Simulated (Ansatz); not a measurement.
The starting structures come from a database of crystals and need not be the phases stable at ambient conditions.

 Where the default PAW files enter, the runs use the earlier of Ansatz's two default sets.

Inside the gap of an insulator the Bloch states are evanescent, with a wavenumber k + iκ along the transport direction.

Consider the following.

```
MgS
1.0
    4.00664     0.00000     0.00000
    0.00000     4.00664     0.00000
    2.00332     2.00332     2.74813
Mg S
1 1
Cartesian
  0.00000   0.00000   0.00000
  2.00332   4.00664   1.37406
```

Space group of this cell: I-4m2. The cell is strained (lengths along the current scaled by 0.97, ions clamped); by r2SCAN its mean pressure is 1.8 GPa.

Transport runs along the normal of the first two printed cell vectors, the (001) (indices of the unstrained crystal) plane of the conventional cell.

No gap correction and no spin-orbit coupling; mid-gap values are interpolated between computed energies.

### Question
Estimate the band gap and the smallest decay constant κ at mid-gap that Ansatz (a quantum-chemistry and plane-wave program) with r2SCAN returns for this system.

### Answer
Gap 4.20 eV on a 12×12×12 mesh; κ = 0.288 1/Å, at the zone centre.
